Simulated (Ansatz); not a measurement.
## A computed series for BN: response to strain

The reference is BN in the zinc blende structure (space group F-43m, No. 216).

```yaml
crystal:
  lattice:
    - [0.00000, 1.80486, 1.80486]
    - [1.80486, 0.00000, 1.80486]
    - [1.80486, 1.80486, 0.00000]
  atoms:
    - { symbol: B, position: [0.00000, 0.00000, 0.00000] }
    - { symbol: N, position: [0.25000, 0.25000, 0.25000] }
```

Cartesian axes are those of the cell as printed.

Strains are applied to the cell and any free atomic positions relax; under biaxial strain the out-of-plane vector relaxes too.

All numbers come from r2SCAN (Ansatz, a quantum-chemistry and plane-wave program), no SOC.

```tsv
biaxial strain, plane normal [001], relaxed out of plane (%)	band gap (eV)
-3	4.65
-2.5	?
-2	4.77
-1.5	4.83
-1	4.89
-0.5	4.95
0	5.00
```

**Question.** Fit E_g = E₀ + Dε (ε in %) to the rows shown and predict the withheld row.

**Answer.** Least squares on the printed values gives E₀ = 5.01 eV, D = 118 meV per % of strain (largest residual 0.01 eV); this predicts 4.71 eV, and the run gives 4.71 eV, in agreement.

Semilocal Kohn–Sham gaps tend to fall short of experiment. No phonon test of stability was made.
